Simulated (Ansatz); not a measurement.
## Effect of pressure −1 GPa on InP

Start from InP in the zinc blende structure (space group F-43m, No. 216; a = 5.907 Å).

It is then changed as follows: hydrostatic tension (pressure −1 GPa).

Calculations: Kohn–Sham DFT with the r2SCAN functional, run in Ansatz (a program for electronic structure) with PAW and 500 eV plane waves, no spin-orbit coupling. Γ-centred 10×10×10 mesh, Fermi–Dirac width 0.05 eV.

The volume per atom rises by 0.394 Å³ to 26.16 Å³ and the lattice parameter a grows by 3.0 pm, from 590.7 pm to 593.7 pm. The shortest interatomic distance increases by 1.3 pm (255.8 pm → 257.1 pm) and the enthalpy H = E + PV relative to the base's energy comes out as -0.16 eV/atom. The band gap shrinks by 0.09 eV, from 1.03 eV to 0.94 eV and the gap character is still direct at Γ. The mean gap deformation potential ΔEg/Δln V comes out as -5.8 eV and the width of the top valence band decreases by 0.07 eV to 2.83 eV. The electron mass goes from 0.074 mₑ (at Γ) to 0.068 mₑ (at Γ) and the hole mass (degenerate bands, along [100]) goes from 0.073, 0.44, 0.44 mₑ (at Γ) to 0.067, 0.45, 0.45 mₑ (at Γ). The valley order (the lowest conduction-band minima on the path, energy above the VBM, named in the base's zone) changes from Γ 1.03 eV; L along ⟨111⟩ 1.80 eV; X along ⟨100⟩ 2.04 eV to Γ 0.94 eV; L along ⟨111⟩ 1.76 eV; X along ⟨100⟩ 2.07 eV.

Load acts through the strain it causes; cell and atoms are relaxed under it. Effective masses come from finite differences of ±0.01 Å⁻¹. Whether these cells are dynamically stable was not tested.
